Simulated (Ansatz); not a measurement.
Start from Sn in the diamond structure (space group Fd-3m, No. 227; a = 6.566 Å). Axes: x, y, z lie along the cube axes.

Structures relaxed with Ansatz (a first-principles code) r2SCAN, no spin-orbit coupling.

Base:

Simulated powder pattern, Cu Kα1, λ = 1.54056 Å (kinematic, ideal powder, no thermal factors, no anomalous dispersion; the 10 strongest lines at most, above 2 %, up to 2θ = 90°):

| 2θ (°) | I/Imax (%) | hkl |
|---|---|---|
| 23.45 | 100 | (111) |
| 38.75 | 80 | (220) |
| 45.79 | 50 | (311) |
| 55.97 | 13 | (400) |
| 61.50 | 20 | (331) |
| 70.15 | 27 | (422) |
| 75.11 | 15 | (511) |
| 83.15 | 8.5 | (440) |
| 87.89 | 15 | (531) |

After one change:

Simulated powder pattern, Cu Kα1, λ = 1.54056 Å (kinematic, ideal powder, no thermal factors, no anomalous dispersion; the 10 strongest lines at most, above 2 %, up to 2θ = 90°):

| 2θ (°) | I/Imax (%) |
|---|---|
| 23.73 | 100 |
| 38.85 | 55 |
| 40.00 | 25 |
| 45.00 | 18 |
| 47.04 | 31 |
| 57.86 | 8.3 |
| 61.76 | 14 |
| 69.55 | 9.5 |
| 71.89 | 17 |
| 77.67 | 6.9 |

Task: Name the change that was made.
A) biaxial strain −2.00 %, plane normal [001], relaxed out of plane
B) biaxial strain −1.00 %, plane normal [001], relaxed out of plane
C) biaxial strain −0.50 %, plane normal [001], relaxed out of plane
D) biaxial strain −3.00 %, plane normal [001], relaxed out of plane

Result: D, biaxial strain −3.00 %, plane normal [001], relaxed out of plane. Its volume per atom is 34.23 Å³ against 35.39 Å³, and its space group is I4_1/amd (No. 141).

Whether these cells are dynamically stable was not tested.
